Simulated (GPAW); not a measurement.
Input and output of a self-consistent single point for Al3Sc (Pm-3m, 4 atoms in the cell) (GPAW).

Method of the run: PBEsol, GPAW PAW datasets PBEsol (made by gpaw-setup) (plane waves; GPAW).

```xyz
4
Lattice="4.0258 0.0000 0.0000 0.0000 4.0258 0.0000 0.0000 0.0000 4.0258" Properties=species:S:1:pos:R:3 pbc="T T T"
Sc     0.0000     0.0000     0.0000
Al     0.0000     2.0129     2.0129
Al     2.0129     0.0000     2.0129
Al     2.0129     2.0129     0.0000
```

Reference input (self-consistent single point, DFT PBE, plane waves, GPAW PAW datasets PBE (gpaw-data 1.0.1)): mode = pw; ecut = 800 eV; xc = PBE; kpts = 7 7 7; mesh shift (steps) = 0 0 0; occupations.name = fermi-dirac; occupations.width = 0.136 eV; nbands = -8; convergence.forces = 0.001 eV/Å; symmetry.symmorphic = false; symmetry.tolerance = 0.0005; maxiter = 100. This run's input differs from it in these lines:

```diff
@@ -15,3 +15,3 @@
 calc = GPAW(mode={'name': 'pw', 'ecut': 800},
-            xc='PBE',
+            xc='PBEsol',
             kpts=(7, 7, 7),
```

Its files differ too (potentials: GPAW PAW datasets PBEsol (made by gpaw-setup)).

Output (repeated stretches shortened):

```
     iter     time        total  log10-change:
                         energy   eigst   dens  force
iter:   1 --:--:--   -18.999394
iter:   2 --:--:--   -19.108289   -0.11  -1.16
iter:   3 --:--:--   -19.136056   -0.66  -1.18
iter:   4 --:--:--   -19.152815   -1.50  -1.71
iter:   5 --:--:--   -19.145247   -2.14  -1.75
iter:   6 --:--:--   -19.151652c  -2.66  -1.97
iter:   7 --:--:--   -19.147189c  -3.18  -2.19
iter:   8 --:--:--   -19.150703c  -3.57  -2.38
iter:   9 --:--:--   -19.146215c  -3.22  -2.16
iter:  10 --:--:--   -19.146375c  -3.70  -2.87
   [... 5 lines left out ...]
iter:  16 --:--:--   -19.146308c  -6.00  -3.54
iter:  17 --:--:--   -19.146307c  -6.79  -3.56
iter:  18 --:--:--   -19.146309c  -7.13  -3.65
iter:  19 --:--:--   -19.146293c  -5.01  -3.70
iter:  20 --:--:--   -19.146291c  -6.11  -4.11c
iter:  21 --:--:--   -19.146291c  -6.79  -4.58c
iter:  22 --:--:--   -19.146291c  -7.81c -4.64c
iter:  23 --:--:--   -19.146291c  -7.95c -4.69c -28.42c
Converged after 23 iterations.

Dipole moment: (0.000000, -0.000000, 0.000000) |e|*Ang

Energy contributions relative to reference atoms: (reference = -40534.478808)

Kinetic:        +23.193696
Potential:      -14.497854
External:        +0.000000
XC:             -27.931000
Entropy (-ST):   -0.074944
Local:           +0.126338
SIC:             +0.000000
--------------------------
Free energy:    -19.183763
Extrapolated:   -19.146291

Showing only first 2 kpts
 Kpt  Band  Eigenvalues  Occupancy
  0     8      5.89600    2.00000
  0     9      5.89600    2.00000
  0    10      8.95248    0.00017
  0    11      9.04273    0.00009

  1     8      5.90985    2.00000
  1     9      6.67329    1.99878
  1    10      8.94685    0.00018
  1    11      8.94685    0.00018

Fermi level: 7.67946

No gap
No difference between direct/indirect transitions
Energy (eV): -19.146291

Forces in eV/Ang:
  0 Sc   -0.00000   -0.00000   -0.00000
  1 Al   -0.00000    0.00000    0.00000
  2 Al    0.00000    0.00000    0.00000
  3 Al    0.00000    0.00000    0.00000

Stress tensor:
    -0.022456    -0.000000     0.000000
    -0.000000    -0.022456     0.000000
     0.000000     0.000000    -0.022456
Stress (GPa, Voigt): [-3.5979 -3.5979 -3.5979  0.      0.     -0.    ]
```

The run converged in 23 iterations. GPAW prints stress with tension positive. Against the reference run the pressure goes from 5.89 to 3.60 GPa.

The starting cell has typed, rounded lattice constants, without a prior relaxation at this level. Its lattice was rescaled by a random factor within 2.5 % of one. With a pressure of about 4 GPa the cell is away from its equilibrium volume at this level.

Cost on one core of a shared machine: roughly 60 s.
